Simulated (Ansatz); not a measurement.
**Response to strain in SrVO3**

Consider SrVO3 in the cubic perovskite structure (space group Pm-3m, No. 221; a = 3.8407 Å; ferromagnetic). Axes: x, y, z lie along the cube axes.

Strains are applied to the cell and any free atomic positions relax; under biaxial strain the out-of-plane vector relaxes too.

Level of theory: DFT with r2SCAN, PAW potentials and a 500 eV plane-wave cutoff in Ansatz (a program for electronic structure), scalar-relativistic without spin-orbit coupling.

Notes on the quantities. pressure: mean of the normal stresses, compression positive; energy relative to the base: free energy F.

```json
[
 {"variant": "base", "pressure": "0.0 GPa", "energy relative to the base": "0 meV/atom", "volume per atom": "11.33 Å³"},
 {"variant": "biaxial strain −2.53 %, plane normal [001], relaxed out of plane", "pressure": "6.8 GPa", "energy relative to the base": "+17 meV/atom", "volume per atom": "11.01 Å³"},
 {"variant": "uniaxial strain ε_yy = −4.40 %", "pressure": "10.4 GPa", "energy relative to the base": "+27 meV/atom", "volume per atom": "10.83 Å³"},
 {"variant": "uniaxial strain ε_zz = −5.39 %", "pressure": "13.3 GPa", "energy relative to the base": "+42 meV/atom", "volume per atom": "10.72 Å³"},
 {"variant": "uniaxial strain ε_zz = +5.14 %", "pressure": "-8.2 GPa", "energy relative to the base": "+25 meV/atom", "volume per atom": "11.91 Å³"},
 {"variant": "tensor shear ε_xy = −1.73 %", "pressure": "0.1 GPa", "energy relative to the base": "+5.4 meV/atom", "volume per atom": "11.33 Å³"},
 {"variant": "tensor shear ε_yz = +3.74 %", "pressure": "0.6 GPa", "energy relative to the base": "+25 meV/atom", "volume per atom": "11.31 Å³"},
 {"variant": "tensor shear ε_yz = −0.62 %", "pressure": "0.0 GPa", "energy relative to the base": "+0.7 meV/atom", "volume per atom": "11.33 Å³"}
]
```

The magnetic state is the one reached from the starting moments; the real material's order can differ, and small cells can't hold many antiferromagnetic ones. Without a gap, meshes like the base's 12×12×12 leave anisotropic stresses uncertain by several tenths of a GPa, and small strain energies with them. Whether these cells are dynamically stable was not tested. No Hubbard U is applied, and correlation can decide whether such a compound is a metal.
